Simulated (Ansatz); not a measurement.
Output of an Ansatz run (abridged):

```
WARN ansatz: RAYON_NUM_THREADS=1 ignored (pool sized by the plan → 1); use --threads N
Pseudopotentials: kind: paw
Pseudopotential: La, paw, valence charge 11
Pseudopotential: C, paw, valence charge 4
Crystal: 3 atoms, lattice volume = 53.452 Å³
Basis set: ecut = 420 eV, 1039 PW (Γ), exchange–correlation on 60×60×60 points (8 copies of the dense FFT grid, shifted against one another)
Bands: 14, of which v1, the nominal top of the filled ones, is band 10 counted from 1 (9 counted from 0)
Symmetry: 4 space group operations
Space group: Imm2 (ITA 44), of the structure as read, at distance tolerance 3.8e-5 Å
k-points: 125 of 729 (time reversal used)
PAW frozen core: La, regenerated for the run's functional, and the local potential with it
PAW frozen core: C, regenerated for the run's functional, and the local potential with it
Initial density: superposition of atomic densities (neutral atoms: chi_scale 0, normalization atom), corrected by the library's trained network
Initial wavefunctions: pseudopotential atomic-orbital guess
Eigensolver: davidson
Functional: x = pbesol(κ = 0.804, μ = 0.12345679012345678), c = pbesol(β = 0.046)
SCF iter   1: F=—  HF=-6654.819026 eV  |F-HF|=—  |Δ(HF+E_count)|=         —  Δρ=6.67e-3  dr2=2.86e-2  ethr=1.77e-3  ⟨swp⟩=4.1  Hψ=7987  notcnv=0
all-band conjugate gradients solve this SCF's bands
preconditioner: auto → Kerker (q_TF=auto, 2.296 Å⁻¹)
SCF iter   2: F=—  HF=-6654.812954 eV  |F-HF|=—  |Δ(HF+E_count)|=   6.07e-3  Δρ=3.39e-3  dr2=7.69e-3  ethr=1.50e-4  ⟨swp⟩=2.0  Hψ=3670  notcnv=0  defer=1
SCF iter   3: F=—  HF=-6654.811313 eV  |F-HF|=—  |Δ(HF+E_count)|=   1.64e-3  Δρ=9.34e-4  dr2=6.48e-4  ethr=4.05e-5  ⟨swp⟩=3.1  Hψ=3328  notcnv=0  defer=1
SCF iter   4: F=—  HF=-6654.811274 eV  |F-HF|=—  |Δ(HF+E_count)|=   3.97e-5  Δρ=2.12e-4  dr2=2.44e-5  ethr=3.41e-6  ⟨swp⟩=2.0  Hψ=2854  notcnv=0  defer=1
SCF iter   5: F=—  HF=-6654.811288 eV  |F-HF|=—  |Δ(HF+E_count)|=   1.47e-5  Δρ=5.24e-5  dr2=1.51e-6  ethr=1.28e-7  ⟨swp⟩=2.4  Hψ=2750  notcnv=0  defer=5
SCF iter   6: F=-6654.811290 eV  HF=-6654.811290 eV  |F-HF|=5.62e-8  |Δ(HF+E_count)|=   1.63e-6  Δρ=1.07e-5  dr2=9.79e-8  ethr=5.26e-10  ⟨swp⟩=5.8  Hψ=9697  notcnv=0
SCF 1 converged in 6 iterations: F = -6654.811290 eV  dr2 = 9.79e-8
SCF converged after 6 iterations
Free energy (F): -6654.811290 eV
Harris-Foulkes:  -6654.811290 eV  (|F-HF|=5.62e-8)
Internal energy: -6654.808360 eV  (E = F + TS)
E sigma→0 (E₀):  -6654.809825 eV
Entropy (-TS):   -0.002930 eV (-0.977 meV/atom)
Fermi energy:    9.967513 eV
--- Per-component energies (eV) ---
  E_band       = -40.598330
  E_kinetic    = 363.200371
  E_local      = -547.295758  (includes V_loc(G=0)·N_el)
  E_nonlocal   = 153.337113
  E_hartree    = 165.624426
  E_xc         = -231.592378
  E_vxc        = -262.957894  (∫ρ·V_xc dr)
  E_paw        = -5519.060800  (= ΣΔE_a)
  E_vpaw       = -78.128169  (= ΣTr[D̂ρ^β])
  E_aug_tail   = 0.000014  (compensation charges beyond the density's cutoff)
  E_ewald      = -1039.233058
  E_core_change = 0.211710  (= ΣΔE_core)
  E_smearing   = -0.002930  (= −TS)
  E_closure    = -0.000000  (closes the sum)
  Σ components = -6654.811290   (vs F -6654.811290, Δ=0.00e0)
--- Forces (eV/Å), atoms counted from 1 ---
  atom   1  La     0.00000000     0.00000000    -0.32549235
  atom   2  C      0.00000000    -0.23328396     0.16273241
  atom   3  C      0.00000000     0.23328396     0.16273241
  max |Σ_I F_I| component: 2.75e-5 eV/Å
--- Stress (GPa, compression-positive) ---
       -3.069899       0.000000       0.000000
        0.000000      -4.636124       0.000000
        0.000000       0.000000      -4.539973
  P = ⅓ Tr σ = -4.0820 GPa (-40.820 kbar)
  The stress holds the Pulay correction. Without it, at fixed plane waves, as pw.x and ABINIT print it: P = -4.2719 GPa
--- Band table (eV; the first three rows and the last of 125) ---
  k-point 0: bands = ["-22.7186", "-6.3545", "-6.2445", "-6.1299", "-4.7812", "4.5362", "5.1212", "6.5249", "6.8111", "8.3115", "9.3032", "11.6682", "11.6962", "11.7241"]
  k-point 1: bands = ["-22.7090", "-6.4498", "-6.2697", "-6.2281", "-4.6300", "4.0379", "5.5370", "6.3730", "6.7468", "8.4618", "9.8671", "11.3463", "11.8392", "12.0023"]
  k-point 2: bands = ["-22.6845", "-6.6888", "-6.3326", "-6.3288", "-4.4640", "3.6938", "5.8662", "6.2193", "6.6774", "8.5879", "10.7654", "11.3714", "11.9214", "12.0414"]
  k-point 124: bands = ["-22.6269", "-6.7922", "-6.7738", "-6.4663", "-4.6517", "4.3567", "5.8001", "6.2664", "6.4422", "10.4768", "11.1028", "11.7762", "11.8293", "12.0808"]
```

The structure:

```
CELL_PARAMETERS angstrom
     -2.00510     2.44235     2.72873
      2.00510    -2.44235     2.72873
      2.00510     2.44235    -2.72873
ATOMIC_POSITIONS crystal
  La 0.00916 0.00916 0.00000
  C  0.63322 0.50000 0.13322
  C  0.36678 0.50000 0.86678
```

Reconstruct the input of this run.

Other spellings and defaults could give the same log, and not every line can be read from it. The input that was run (DFT, PBEsol, plane waves, default PAW files made with PBE):

Ansatz 0.2 input:
```yaml
# LaC2
crystal:
  lattice:
    - [-2.00510200, 2.44235000, 2.72872700]
    - [2.00510200, -2.44235000, 2.72872700]
    - [2.00510200, 2.44235000, -2.72872700]
  atoms:
    - { symbol: La, position: [0.00916200, 0.00916200, 0.00000000] }
    - { symbol: C, position: [0.63322000, 0.50000000, 0.13322000] }
    - { symbol: C, position: [0.36678000, 0.50000000, 0.86678000] }
basis:
  ecutwfc: 420.0
kpoints:
  mp_grid:
    grid: [9, 9, 9]
hamiltonian:
  xc: pbesol
  pseudopotentials:
    kind: paw
scf:
  occupations:
    method: gaussian
    width: 0.1
output:
  forces: true
  eigenvalues: true
  stress: true
```

The starting cell comes from a database of computed structures (which also holds hypothetical and non-ambient phases and stackings), without a prior relaxation at this level. Its lattice was rescaled by up to half a per cent. One atom was moved a little off its site on purpose. With a pressure of about -4 GPa the cell is away from its equilibrium volume at this level. Ansatz's pressure includes its estimate of the finite-basis (Pulay) stress.

Ansatz is a quantum-chemistry and plane-wave program.
